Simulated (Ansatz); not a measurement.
For Sb (within 0.1 Å of Pm-3m, No. 221, 4 atoms in the cell; start mp-567409; another form than the element's usual one), PBEsol (Ansatz, an electronic-structure program, plane waves, PAW) gives:

| Item | Result |
|---|---|
| bulk modulus | 62.7 GPa |
| cohesive energy | 3.07 eV/atom |

**Question.** What does r²SCAN in Ansatz (plane waves, PAW) give for the same quantities?

**Answer.** 
- bulk modulus: 60.5 GPa (shrinks by 3.5 %)
- cohesive energy: 2.49 eV/atom (falls by 0.58 eV/atom)

Changes are worked out from the printed values.

Unless a cell is named, each level is at its own relaxed cell (PBEsol 28.69, r²SCAN 29.40 Å³/atom).

Levels without +SOC leave out spin–orbit coupling, which shifts energies and cells of such heavy elements.

Caveats: the bulk modulus is −V dP/dV from two relaxed cells at ±2 % in volume (PBEsol, r²SCAN); the relaxation could not lower the start's symmetry, so the cell can be a saddle point above a distorted one (PBEsol, r²SCAN). Ansatz's density-functional and Hartree–Fock values are scalar-relativistic unless marked +SOC, with PAW data made under PBE.

A start named mp-… is a Materials Project structure, which need not be a measured phase.
